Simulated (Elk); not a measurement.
```yaml
crystal:
  lattice:
    - [1.73090, 0.99934, 3.13907]
    - [-1.73090, 0.99934, 3.13907]
    - [0.00000, -1.99867, 3.13907]
  atoms:
    - { symbol: P, position: [0.23239, 0.23239, 0.23239] }
    - { symbol: P, position: [0.77292, 0.77292, 0.77292] }
```

Method of the run: Elk with PBEsol, all-electron FP-LAPW, Elk's shipped species files, APW+lo basis with extra local orbitals.

The set-up and first iterations of an Elk log for P (R-3m, 2 atoms in the cell):

```
│ Elk code version 10.2.4 │

All units are atomic (Hartree, Bohr, etc.)

│ Ground-state run starting from atomic densities │

Lattice vectors :
   3.270931161       1.888472987       5.931980696
  -3.270931161       1.888472987       5.931980696
   0.000000000      -3.776945972       5.931980696

Unit cell volume      :    219.8533870
Brillouin zone volume :    1.128252864

Muffin-tin inner radius fraction :   0.1000000000E-01

Nuclei treated as point charges

Species :    1 (P)
 parameters loaded from : P.in
 name : phosphorus
 nuclear charge    :   -15.00000000
 electronic charge :    15.00000000
 atomic mass :    56461.71226
 muffin-tin radius :    2.171816590
 number of radial points in muffin-tin :    397
 atomic positions (lattice), magnetic fields (Cartesian) :
   1 :   0.22973450  0.22973450  0.22973450    0.00000000  0.00000000  0.00000000
   2 :  -0.22973450 -0.22973450 -0.22973450    0.00000000  0.00000000  0.00000000

   [... lines left out ...]
 using average radius
Maximum |G+k| for APW functions       :    3.453330283
Maximum (1/2)|G+k|²                   :    5.962745021
Maximum |G| for potential and density :    16.00000000
 potential will be trimmed for |G| > 2 gkmax
Constant for pseudocharge density :    9
Radial integration step length :    4

G-vector grid sizes :     36    36    36
Number of G-vectors :    15187

Maximum angular momentum used for
 APW functions                      :    8
 outer part of muffin-tin           :    6
 inner part of muffin-tin           :    3

Total nuclear charge    :   -30.00000000
Total core charge       :    20.00000000
Total valence charge    :    10.00000000
Total excess charge     :    0.000000000
Total electronic charge :    30.00000000

Effective Wigner radius, rₛ :    1.204964999

Number of empty states         :    8
Total number of valence states :   13
Total number of core states    :   20

Conduction state local-orbitals added automatically
Total number of local-orbitals :  132

Exchange-correlation functional :     22     0     0
 PBEsol, Phys. Rev. Lett. 100, 136406 (2008)
 gradient requirement :    1
 generalised gradient approximation (GGA)

Smearing type :    3
 Fermi-Dirac
Smearing width :   0.3674930000E-02
Effective electronic temperature (K) :    1160.451112

Mixing type :    3
 Broyden mixing, J. Phys. A: Math. Gen. 17, L317 (1984)

Kohn-Sham potential initialised from atomic data
│ Self-consistent loop started │
│ Loop number : 1 │
 total energy                :     -686.526834639
│ Loop number : 2 │
 total energy                :     -686.497428391
RMS change in Kohn-Sham potential (target) :   0.4743825103     (  0.3700000000E-15)
Absolute change in total energy (target)   :   0.2940624819E-01 (  0.3700000000E-13)
│ Loop number : 3 │
 total energy                :     -684.832369398
RMS change in Kohn-Sham potential (target) :   0.2388029478     (  0.3700000000E-15)
Absolute change in total energy (target)   :    1.672410556     (  0.3700000000E-13)
│ Loop number : 4 │
 total energy                :     -683.702310242
RMS change in Kohn-Sham potential (target) :   0.8115704546E-01 (  0.3700000000E-15)
Absolute change in total energy (target)   :    1.548161795     (  0.3700000000E-13)
│ Loop number : 5 │
 total energy                :     -683.263010842
RMS change in Kohn-Sham potential (target) :   0.2102198559E-01 (  0.3700000000E-15)
Absolute change in total energy (target)   :   0.8263398486     (  0.3700000000E-13)
│ Loop number : 6 │
 total energy                :     -683.138225520
RMS change in Kohn-Sham potential (target) :   0.4449621588E-02 (  0.3700000000E-15)
Absolute change in total energy (target)   :   0.3313702835     (  0.3700000000E-13)
│ Loop number : 7 │
 total energy                :     -683.104256165
RMS change in Kohn-Sham potential (target) :   0.4634744344E-03 (  0.3700000000E-15)
   [... lines left out ...]
```

Task: How does the run end?

Result: The run ended unconverged after 100 iterations. It gives no final result for the task that was set. The log goes on:

```
 total energy                :     -683.103133484
RMS change in Kohn-Sham potential (target) :   0.4150012079E-09 (  0.3700000000E-15)
   [... lines left out ...]
RMS change in Kohn-Sham potential (target) :   0.6614916540E-09 (  0.3700000000E-15)
Absolute change in total energy (target)   :   0.9845280147E-10 (  0.3700000000E-13)
│ Loop number : 98 │
 total energy                :     -683.103133487
RMS change in Kohn-Sham potential (target) :   0.4639234813E-09 (  0.3700000000E-15)
Absolute change in total energy (target)   :   0.6007212505E-09 (  0.3700000000E-13)
│ Loop number : 99 │
 total energy                :     -683.103133487
RMS change in Kohn-Sham potential (target) :   0.4280418989E-09 (  0.3700000000E-15)
Absolute change in total energy (target)   :   0.3740296961E-10 (  0.3700000000E-13)
│ Loop number : 100 │
Reached self-consistent loops maximum

Energies :
 Fermi                       :     0.328254394719
 total energy                :     -683.103133487

Density of states at Fermi energy :    17.69117885
 (states/Hartree/unit cell)

Estimated indirect band gap :   0.2306032359E-02
 from k-point     11 to k-point      3
Estimated direct band gap   :   0.2797746266E-01
 at k-point     11

Charges :
 core                        :    20.00000000
 valence                     :    10.00000000
 interstitial                :    3.581136443
 muffin-tins (core leakage)
  species :    1 (P)
   atom    1                 :    13.20943178     (  0.3636535965E-03)
   atom    2                 :    13.20943178     (  0.3636535965E-03)
 total in muffin-tins        :    26.41886356
 total calculated charge     :    29.99142548
 total charge                :    30.00000000
 error                       :   0.8574516003E-02

│ Self-consistent loop stopped │
```

The starting cell comes from a database of computed structures (which also holds hypothetical and non-ambient phases and stackings), without a prior relaxation at this level. Its lattice was rescaled by up to half a per cent. One atom was moved a little off its site on purpose. Values depend on the basis (sphere radii, cutoffs, local orbitals), which need not be converged.

The run was DFT, PBEsol, all-electron FP-LAPW, Elk's shipped species files, APW+lo basis with extra local orbitals. Main settings of its input:

- xctype = 22
- rgkmax = 7.5
- swidth = 0.00367493 Ha
- ngridk = 5 5 5
- gmaxvr = 16 1/bohr
- nxlo = 2
- lorbcnd = true
- lmaxi = 3
- epspot = 3.7e-16 Ha
- epsengy = 3.7e-14 Ha
- maxscl = 100
